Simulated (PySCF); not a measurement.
PySCF 2.14.0, M06-L/def2-svpd, df: Ge(All)(F)3 (C=C[CH2][Ge]([F])([F])[F]), 12 atoms. The geometry is a generated start, not checked to be a minimum at this level.

```json
{
  "task": "energy and gradient",
  "method": "m06-l",
  "basis": "def2-svpd",
  "two_electron_scheme": "density fitting",
  "mol.max_memory": "7000 MB",
  "mf.init_guess": "minao (default)",
  "mf.DIIS": "CDIIS (default)",
  "mf.diis_space": "8 (default)",
  "mf.conv_tol": "1e-09 (default)",
  "basis functions (reference run)": "207",
  "grid points (reference run)": "1027144"
}
```

```xyz
12

C      2.0404    -0.6857    -0.0422
C      0.7780    -0.7658    -0.4255
C     -0.0682     0.4237    -0.7129
Ge    -1.6034     0.5656     0.5889
F     -1.9972     2.1275     1.2324
F     -3.1500     0.0556    -0.0075
F     -1.4298    -0.3954     2.0202
H      2.5353     0.2636     0.0936
H      2.6278    -1.5672     0.1346
H      0.2977    -1.7290    -0.5487
H      0.5001     1.3500    -0.6358
H     -0.5306     0.3570    -1.6972
```

The reference run has mf.grids.level = 8; it is not itself proven converged. One run each, on a shared machine, so no times are given.

Measured:

```tsv
setting	grid points	energy against the reference	difference in forces (largest component)
the reference	1027144	—	—
mf.grids.level = 6	618536	+0.0056 meV/atom	3.3 meV/Å
mf.grids.level = 5	423008	+0.015 meV/atom	6.6 meV/Å
mf.grids.level = 4	281064	−0.0086 meV/atom	6.8 meV/Å
mf.grids.level = 2	108336	−0.10 meV/atom	30 meV/Å
mf.grids.level = 1	51216	+9.5 meV/atom	170 meV/Å
mf.grids.level = 0	12064	−320 meV/atom	890 meV/Å
```

Predict the row for mf.grids.level = 3 (default).

grid points: 154824; energy against the reference: −0.15 meV/atom; difference in forces (largest component): 13 meV/Å. Total energies are compared; such shifts often cancel in part in energy differences. The gradients leave out the derivatives of the grid weights.
